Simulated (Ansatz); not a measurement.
Base system: Ta in the bcc (W type) structure (space group Im-3m, No. 229; a = 3.3048 Å). Axes: x, y, z lie along the cube axes.

Calculations: r2SCAN (Ansatz, a program for electronic structure), scalar-relativistic without spin-orbit coupling.

For the base:

| Item | Value |
|---|---|
| Pressure | 0.0 GPa |
| Shortest interatomic distance | 286.2 pm |

The change: the cell is stretched by 2.77 % along z with no lateral relaxation, atoms relaxed at fixed cell.

Problem. What happens to the pressure and shortest interatomic distance?

Solution. The pressure (mean of the normal stresses, compression positive) goes from zero to -5.2 GPa; the shortest interatomic distance goes up by 2.7 pm, from 286.2 pm to 288.9 pm.

The cells carry an imposed strain or load. Stability against distortions was not tested. All final runs are without spin polarisation.
